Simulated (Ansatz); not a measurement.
Output of an Ansatz run (abridged):

```
WARN ansatz: RAYON_NUM_THREADS=1 ignored (pool sized by the plan → 1); use --threads N
Pseudopotentials: kind: paw
Pseudopotential: Na, paw, valence charge 9
Pseudopotential: Ti, paw, valence charge 12
Pseudopotential: Si, paw, valence charge 4
Pseudopotential: O, paw, valence charge 6
Crystal: 20 atoms, lattice volume = 226.603 Å³
Basis set: ecut = 420.4159175005146 eV, 4415 PW (Γ), exchange–correlation on 72×90×90 points (8 copies of the dense FFT grid, shifted against one another)
Bands: 85, of which v1, the nominal top of the filled ones, is band 65 counted from 1 (64 counted from 0)
Symmetry: 2 space group operations
Space group: P-1 (ITA 2), of the structure as read, at distance tolerance 6.1e-5 Å
k-points: 19 of 36
PAW frozen core: Na, regenerated for the run's functional, and the local potential with it
PAW frozen core: Ti, regenerated for the run's functional, and the local potential with it
PAW frozen core: Si, regenerated for the run's functional, and the local potential with it
PAW frozen core: O, regenerated for the run's functional, and the local potential with it
Initial density: superposition of atomic densities (neutral atoms: chi_scale 0, normalization atom), corrected by the library's trained network
Initial wavefunctions: pseudopotential atomic-orbital guess
Eigensolver: davidson
Functional: x = pbesol(κ = 0.804, μ = 0.12345679012345678), c = pbesol(β = 0.046)
SCF iter   1: F=—  HF=-17139.665754 eV  |F-HF|=—  |Δ(HF+E_count)|=         —  Δρ=1.97e-2  dr2=7.12e-1  ethr=1.77e-3  ⟨swp⟩=6.3  Hψ=7029  notcnv=0  defer=49
all-band conjugate gradients solve this SCF's bands
preconditioner: auto → LDOS
SCF iter   2: F=—  HF=-17139.676969 eV  |F-HF|=—  |Δ(HF+E_count)|=   1.12e-2  S|Δr|=    0.00e0  Δρ=2.40e-2  dr2=7.03e-1  ethr=5.48e-4  ⟨swp⟩=2.0  Hψ=3204  notcnv=0  defer=197
SCF iter   3: F=—  HF=-17139.499077 eV  |F-HF|=—  |Δ(HF+E_count)|=   1.78e-1  S|Δr|=    0.00e0  Δρ=4.86e-3  dr2=7.11e-2  ethr=5.41e-4  ⟨swp⟩=2.1  Hψ=2478  notcnv=0  defer=197
SCF iter   4: F=—  HF=-17139.492284 eV  |F-HF|=—  |Δ(HF+E_count)|=   6.79e-3  S|Δr|=    0.00e0  Δρ=3.92e-3  dr2=4.46e-2  ethr=5.47e-5  ⟨swp⟩=2.1  Hψ=2207  notcnv=0  defer=197
SCF iter   5: F=—  HF=-17139.486453 eV  |F-HF|=—  |Δ(HF+E_count)|=   5.83e-3  S|Δr|=    0.00e0  Δρ=2.19e-3  dr2=1.83e-2  ethr=3.43e-5  ⟨swp⟩=1.4  Hψ=1425  notcnv=0  defer=197
SCF iter   6: F=—  HF=-17139.482826 eV  |F-HF|=—  |Δ(HF+E_count)|=   3.63e-3  S|Δr|=    0.00e0  Δρ=8.87e-4  dr2=2.25e-3  ethr=1.41e-5  ⟨swp⟩=2.2  Hψ=1956  notcnv=0  defer=195
SCF iter   7: F=—  HF=-17139.482600 eV  |F-HF|=—  |Δ(HF+E_count)|=   2.26e-4  S|Δr|=    0.00e0  Δρ=3.39e-4  dr2=1.72e-4  ethr=1.73e-6  ⟨swp⟩=2.4  Hψ=2704  notcnv=0  defer=194
SCF iter   8: F=—  HF=-17139.482588 eV  |F-HF|=—  |Δ(HF+E_count)|=   1.26e-5  S|Δr|=    0.00e0  Δρ=1.33e-4  dr2=3.03e-5  ethr=1.32e-7  ⟨swp⟩=2.0  Hψ=2650  notcnv=0  defer=194
SCF iter   9: F=—  HF=-17139.482455 eV  |F-HF|=—  |Δ(HF+E_count)|=   1.33e-4  S|Δr|=    0.00e0  Δρ=3.87e-5  dr2=5.09e-6  ethr=2.33e-8  ⟨swp⟩=2.8  Hψ=2735  notcnv=0  defer=194
SCF iter  10: F=—  HF=-17139.482454 eV  |F-HF|=—  |Δ(HF+E_count)|=   9.59e-7  S|Δr|=    0.00e0  Δρ=1.50e-5  dr2=5.36e-7  ethr=3.92e-9  ⟨swp⟩=2.8  Hψ=2804  notcnv=0  defer=194
SCF iter  11: F=-17139.482454 eV  HF=-17139.482454 eV  |F-HF|=3.06e-8  |Δ(HF+E_count)|=   9.88e-8  S|Δr|=    0.00e0  Δρ=6.14e-6  dr2=6.65e-8  ethr=7.69e-11  ⟨swp⟩=11.1  Hψ=7407  notcnv=0
SCF 1 converged in 11 iterations: F = -17139.482454 eV  dr2 = 6.65e-8
SCF converged after 11 iterations
Stability not checked (fill_not_monotonic)
Free energy (F): -17139.482454 eV
Harris-Foulkes:  -17139.482454 eV  (|F-HF|=3.06e-8)
Internal energy: -17139.464493 eV  (E = F + TS)
E sigma→0 (E₀):  -17139.477963 eV
Entropy (-TS):   -0.017961 eV (-0.898 meV/atom)
Fermi energy:    9.320948 eV
Step filling:    the computed levels leave a gap of 0.0021 eV = 0.0 smearing widths
--- Per-component energies (eV) ---
  E_band       = -952.963226
  E_kinetic    = 3080.893496
  E_local      = -9249.969861  (includes V_loc(G=0)·N_el)
  E_nonlocal   = 923.235815
  E_hartree    = 3406.807295
  E_xc         = -1369.757692
  E_vxc        = -1660.507685  (∫ρ·V_xc dr)
  E_paw        = -6379.772493  (= ΣΔE_a)
  E_vpaw       = -860.265506  (= ΣTr[D̂ρ^β])
  E_aug_tail   = 0.030222  (compensation charges beyond the density's cutoff)
  E_ewald      = -7551.869129
  E_core_change = 0.937854  (= ΣΔE_core)
  E_smearing   = -0.017961  (= −TS)
  E_closure    = -0.000000  (closes the sum)
  Σ components = -17139.482454   (vs F -17139.482454, Δ=0.00e0)
--- Forces (eV/Å), atoms counted from 1 ---
  atom   1  Na    -0.03723949     0.00046395     0.11873472
  atom   2  Na     0.03723949    -0.00046395    -0.11873472
  atom   3  Ti     0.26647121    -0.31724288     0.49700545
  atom   4  Ti    -0.26647121     0.31724288    -0.49700545
  atom   5  Si    -0.09015237    -0.08540964     0.34013875
  atom   6  Si     0.09015237     0.08540964    -0.34013875
  atom   7  Si    -0.03090160    -0.18239030     0.29860684
  atom   8  Si     0.03090160     0.18239030    -0.29860684
  atom   9  O     -0.10073921    -0.15063078    -0.19994595
  atom  10  O      0.10073921     0.15063078     0.19994595
  atom  11  O      0.03204042    -0.14582811    -0.33278617
  atom  12  O     -0.03204042     0.14582811     0.33278617
  atom  13  O     -0.01866386     0.11988060    -0.04691828
  atom  14  O      0.01866386    -0.11988060     0.04691828
  atom  15  O      0.10053642     0.21463585    -0.10488658
  atom  16  O     -0.10053642    -0.21463585     0.10488658
  atom  17  O     -0.11034597     0.03370371    -0.06268876
  atom  18  O      0.11034597    -0.03370371     0.06268876
  atom  19  O     -0.19360857    -0.25800664    -0.24210199
  atom  20  O      0.19360857     0.25800664     0.24210199
  max |Σ_I F_I| component: 0.00e0 eV/Å
--- Stress (GPa, compression-positive) ---
       -6.906994       0.159691      -0.595067
        0.159696      -5.715858       1.110857
       -0.595062       1.110860      -4.068604
  P = ⅓ Tr σ = -5.5638 GPa (-55.638 kbar)
  The stress holds the Pulay correction. Without it, at fixed plane waves, as pw.x and ABINIT print it: P = -6.2058 GPa
--- Band table (eV; the first three rows and the last of 19) ---
  k-point 0: bands = ["-49.2737", "-49.2577", "-43.0645", "-43.0644", "-25.8895", "-25.8566", "-25.6768", "-25.5995", "-25.4765", "-25.4396", "-15.1953", "-15.1896", "-15.1862", "-15.1825", "-15.1804", "-15.1644", "-13.7981", "-13.4984", "-12.2942", [...]
  k-point 1: bands = ["-49.2737", "-49.2577", "-43.0645", "-43.0644", "-25.8895", "-25.8566", "-25.6769", "-25.5998", "-25.4764", "-25.4396", "-15.2005", "-15.1909", "-15.1878", "-15.1820", "-15.1802", "-15.1654", "-13.7193", "-13.5428", "-12.2941", [...]
  k-point 2: bands = ["-49.2737", "-49.2577", "-43.0645", "-43.0644", "-25.8895", "-25.8569", "-25.6768", "-25.5995", "-25.4764", "-25.4397", "-15.2006", "-15.1922", "-15.1866", "-15.1822", "-15.1799", "-15.1667", "-13.7155", "-13.5408", "-12.2937", [...]
  k-point 18: bands = ["-49.2676", "-49.2638", "-43.0645", "-43.0645", "-25.8997", "-25.8497", "-25.6763", "-25.5932", "-25.4646", "-25.4564", "-15.1966", "-15.1957", "-15.1906", "-15.1890", "-15.1707", "-15.1693", "-13.1448", "-13.1257", [...]
```

The structure:

```
CELL_PARAMETERS angstrom
      5.36713     0.00000     0.00000
      1.40532     6.47250     0.00000
      1.42400     0.32266     6.52307
ATOMIC_POSITIONS crystal
  Na 0.75790 0.80340 0.69920
  Na 0.24210 0.19660 0.30080
  Ti 0.25710 0.59790 0.90436
  Ti 0.74290 0.40210 0.09564
  Si 0.74170 0.30020 0.61490
  Si 0.25830 0.69980 0.38510
  Si 0.24090 0.12230 0.79510
  Si 0.75910 0.87770 0.20490
  O  0.80530 0.39320 0.38320
  O  0.19470 0.60680 0.61680
  O  0.64550 0.46440 0.80000
  O  0.35450 0.53560 0.20000
  O  0.51810 0.15470 0.64090
  O  0.48190 0.84530 0.35910
  O  0.01280 0.13910 0.65790
  O  0.98720 0.86090 0.34210
  O  0.14810 0.30550 0.96070
  O  0.85190 0.69450 0.03930
  O  0.30310 0.88750 0.89320
  O  0.69690 0.11250 0.10680
```

Problem. What input produced this log?

Solution. Other spellings and defaults could give the same log, and not every line can be read from it. The input that was run (DFT, PBEsol, plane waves, default PAW files made with PBE):

Ansatz 0.2 input:
```yaml
# NaTi(SiO3)2
crystal:
  lattice:
    - [5.367131, 0.000000, 0.000000]
    - [1.405318, 6.472502, 0.000000]
    - [1.423998, 0.322656, 6.523067]
  atoms:
    - { symbol: Na, position: [0.757900, 0.803400, 0.699200] }
    - { symbol: Na, position: [0.242100, 0.196600, 0.300800] }
    - { symbol: Ti, position: [0.257100, 0.597900, 0.904360] }
    - { symbol: Ti, position: [0.742900, 0.402100, 0.095640] }
    - { symbol: Si, position: [0.741700, 0.300200, 0.614900] }
    - { symbol: Si, position: [0.258300, 0.699800, 0.385100] }
    - { symbol: Si, position: [0.240900, 0.122300, 0.795100] }
    - { symbol: Si, position: [0.759100, 0.877700, 0.204900] }
    - { symbol: O, position: [0.805300, 0.393200, 0.383200] }
    - { symbol: O, position: [0.194700, 0.606800, 0.616800] }
    - { symbol: O, position: [0.645500, 0.464400, 0.800000] }
    - { symbol: O, position: [0.354500, 0.535600, 0.200000] }
    - { symbol: O, position: [0.518100, 0.154700, 0.640900] }
    - { symbol: O, position: [0.481900, 0.845300, 0.359100] }
    - { symbol: O, position: [0.012800, 0.139100, 0.657900] }
    - { symbol: O, position: [0.987200, 0.860900, 0.342100] }
    - { symbol: O, position: [0.148100, 0.305500, 0.960700] }
    - { symbol: O, position: [0.851900, 0.694500, 0.039300] }
    - { symbol: O, position: [0.303100, 0.887500, 0.893200] }
    - { symbol: O, position: [0.696900, 0.112500, 0.106800] }
basis:
  ecutwfc: 30.9 Ry
kpoints:
  mp_grid: { grid: [4, 3, 3] }
hamiltonian:
  xc: pbesol
  pseudopotentials: { kind: paw }
scf:
  occupations: { method: methfessel_paxton, width: 0.01 Ry }
output:
  forces: true
  eigenvalues: true
  stress: true
```

The starting cell comes from a database of published, mostly measured structures (it also holds non-ambient and calculated ones), without a prior relaxation at this level. Its lattice was rescaled by a random factor within 2.5 % of one. Spin polarisation is off, so a magnetic state, if there is one, cannot be reached. With a pressure of about -6 GPa the cell is away from its equilibrium volume at this level. Ansatz's pressure includes its estimate of the finite-basis (Pulay) stress. Without the estimate this run gives -6.21 GPa.

Ansatz is a quantum-chemistry and plane-wave program.
